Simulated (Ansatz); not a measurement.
The reference is ZrO2 in the fluorite structure (space group Fm-3m, No. 225; a = 5.116 Å).

Modification: the cell is scaled by 1.0119 in all directions; the atoms relax in the strained cell.

Levels (all Ansatz, a program for electronic structure, PAW): PBE (420 eV, no SOC); PBE+SOC (420 eV, noncollinear with spin-orbit coupling).

The geometry is relaxed with PBE.

| Item | Result |
|---|---|
| PBE lowest conduction level above the VBM at special points | Γ 3.22 eV; X 3.62 eV; L 3.80 eV; K 3.83 eV |
| PBE electron mass | 0.53, 2.2 mₑ (at Γ) |
| PBE width of the top valence band | 1.60 eV |
| PBE gap character | indirect, X → Γ |

With PBE+SOC at the same geometry, the lowest conduction level above the VBM at special points goes from Γ 3.22 eV; X 3.62 eV; L 3.80 eV; K 3.83 eV to Γ 3.22 eV; X 3.62 eV; L 3.77 eV; K 3.83 eV; the electron mass (degenerate bands, along [100]) is still 0.53, 2.2 mₑ (at Γ); the width of the top valence band shrinks by 0.041 eV, from 1.60 eV to 1.55 eV; the gap character remains indirect, X → Γ.

Single points use the geometry relaxed with PBE. The spin-orbit shifts are approximate. Masses are band curvatures over ±0.01 Å⁻¹ around the edge. Stability against distortions was not tested. This is not the structure that ZrO2 has at room temperature and ambient pressure.
